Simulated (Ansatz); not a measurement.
Take HfSi$_{2}$ (space group Cmcm, No. 63; a = 3.683 Å, b = 14.598 Å, c = 3.658 Å) as the base.

(Cell as relaxed with PBE.)

Levels (all Ansatz, an electronic-structure program, PAW): PBE (420 eV, scalar-relativistic without spin-orbit coupling); PBEsol (420 eV, scalar-relativistic without spin-orbit coupling).

Each level relaxes its own structure.

```csv
base,PBE,PBEsol
volume per atom,16.39 Å³,15.87 Å³
band gap,zero,zero
```

The change: an isotropic linear strain of +4.33 %, atoms relaxed at fixed cell.

```tsv
quantity	PBE	PBEsol
energy relative to the base (free energy F)	+99 meV/atom	+103 meV/atom
pressure (mean of the normal stresses, compression positive)	-12.8 GPa	-13.8 GPa
largest internal atomic displacement	0.025 Å	0.026 Å
```

PBE's energy relative to the base lies 4.3 meV/atom below PBEsol's; PBE's pressure lies 1.0 GPa above PBEsol's. Neither level is exact; PBEsol is the comparison here, not a measurement.

Stability against distortions was not tested. All final runs are without spin polarisation.
